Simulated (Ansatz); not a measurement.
System: N vacancy in zinc-blende GaN (charge state +1). Calculation: PBE, PAW (plane waves to 420 eV; Ansatz, a quantum-chemistry and plane-wave program).

64-site cell at the relaxed PBE lattice, one k-point at (0.250, 0.250, 0.250), smearing 0.01 eV, spin-restricted, no finite-size correction. Energies are static. The host's phase is taken as given; its stability against other phases was not computed. The charge state is imposed; whether it is stable for some Fermi level was not computed. Forms of the defect that were not tried may lie lower.

Barriers: single points on a 2×2×2 k-point mesh shifted by half a step at the bands' geometries.

Relaxed starting cell (atoms counted from 1):

```yaml
crystal:
  lattice:
    - [9.09713, 0.00000, 0.00000]
    - [0.00000, 9.09713, 0.00000]
    - [0.00000, 0.00000, 9.09713]
  atoms:
    - { symbol: Ga, position: [0.99945, 0.99991, 0.00016] }
    - { symbol: Ga, position: [0.99768, 0.99814, 0.50218] }
    - { symbol: Ga, position: [0.99860, 0.50002, 0.00029] }
    - { symbol: Ga, position: [0.99956, 0.50036, 0.50035] }
    - { symbol: Ga, position: [0.49942, 0.99911, 0.00036] }
    - { symbol: Ga, position: [0.49985, 0.00004, 0.50035] }
    - { symbol: Ga, position: [0.49934, 0.49987, 0.00037] }
    - { symbol: Ga, position: [0.49947, 0.49998, 0.50122] }
    - { symbol: N, position: [0.12430, 0.12482, 0.87552] }
    - { symbol: N, position: [0.12429, 0.62485, 0.37549] }
    - { symbol: N, position: [0.12446, 0.62483, 0.87552] }
    - { symbol: N, position: [0.62432, 0.12481, 0.37548] }
    - { symbol: N, position: [0.62429, 0.12494, 0.87553] }
    - { symbol: N, position: [0.62428, 0.62483, 0.37559] }
    - { symbol: N, position: [0.62429, 0.62480, 0.87547] }
    - { symbol: Ga, position: [0.99794, 0.25125, 0.24900] }
    - { symbol: Ga, position: [0.99958, 0.24971, 0.75107] }
    - { symbol: Ga, position: [0.99947, 0.74949, 0.25060] }
    - { symbol: Ga, position: [0.99858, 0.74956, 0.75074] }
    - { symbol: Ga, position: [0.49986, 0.24971, 0.25071] }
    - { symbol: Ga, position: [0.49949, 0.25057, 0.75066] }
    - { symbol: Ga, position: [0.49940, 0.74971, 0.24979] }
    - { symbol: Ga, position: [0.49932, 0.74969, 0.75053] }
    - { symbol: N, position: [0.12485, 0.37374, 0.12668] }
    - { symbol: N, position: [0.12398, 0.37373, 0.62440] }
    - { symbol: N, position: [0.12409, 0.87606, 0.12673] }
    - { symbol: N, position: [0.12484, 0.87600, 0.62443] }
    - { symbol: N, position: [0.62423, 0.37465, 0.12578] }
    - { symbol: N, position: [0.62447, 0.37458, 0.62525] }
    - { symbol: N, position: [0.62444, 0.87510, 0.12577] }
    - { symbol: N, position: [0.62422, 0.87513, 0.62531] }
    - { symbol: Ga, position: [0.25039, 0.99882, 0.24941] }
    - { symbol: Ga, position: [0.24920, 0.00008, 0.75108] }
    - { symbol: Ga, position: [0.24920, 0.50041, 0.25075] }
    - { symbol: Ga, position: [0.25005, 0.49999, 0.75066] }
    - { symbol: Ga, position: [0.74893, 0.99996, 0.25062] }
    - { symbol: Ga, position: [0.74905, 0.99909, 0.75072] }
    - { symbol: Ga, position: [0.74912, 0.50000, 0.24975] }
    - { symbol: Ga, position: [0.74918, 0.49984, 0.75052] }
    - { symbol: N, position: [0.37318, 0.12534, 0.12671] }
    - { symbol: N, position: [0.37326, 0.12448, 0.62445] }
    - { symbol: N, position: [0.37413, 0.62474, 0.12580] }
    - { symbol: N, position: [0.37408, 0.62497, 0.62527] }
    - { symbol: N, position: [0.87549, 0.12458, 0.12669] }
    - { symbol: N, position: [0.87552, 0.12535, 0.62439] }
    - { symbol: N, position: [0.87459, 0.62496, 0.12576] }
    - { symbol: N, position: [0.87463, 0.62471, 0.62531] }
    - { symbol: Ga, position: [0.24914, 0.24961, 0.99983] }
    - { symbol: Ga, position: [0.25154, 0.25199, 0.50266] }
    - { symbol: Ga, position: [0.24997, 0.74981, 0.00048] }
    - { symbol: Ga, position: [0.24912, 0.74917, 0.50026] }
    - { symbol: Ga, position: [0.74921, 0.25048, 0.00039] }
    - { symbol: Ga, position: [0.74866, 0.24962, 0.50023] }
    - { symbol: Ga, position: [0.74914, 0.74968, 0.00036] }
    - { symbol: Ga, position: [0.74917, 0.74967, 0.50114] }
    - { symbol: N, position: [0.37326, 0.37378, 0.37514] }
    - { symbol: N, position: [0.37410, 0.37461, 0.87563] }
    - { symbol: N, position: [0.37313, 0.87609, 0.37600] }
    - { symbol: N, position: [0.37413, 0.87514, 0.87540] }
    - { symbol: N, position: [0.87557, 0.37367, 0.37599] }
    - { symbol: N, position: [0.87463, 0.37464, 0.87539] }
    - { symbol: N, position: [0.87547, 0.87600, 0.37525] }
    - { symbol: N, position: [0.87457, 0.87509, 0.87562] }
```
Cell charge +1.

End state 1 differs by these moves (Å; atoms that move under 0.08 Å are left out):

```tsv
atom	element	Δx	Δy	Δz
25	N	0.00	-2.25	-2.25
```

Q: What forward and backward barriers to end state 1 does PBE, PAW give?

A: forward 3.88 eV, backward 3.88 eV; at the saddle point atom 25 has neighbours Ga at 1.84, 2 Ga at 2.21, 2 Ga at 2.38 Å. The saddle point's order was not checked, and it lies on a symmetry element of the cell, where a band can be held.
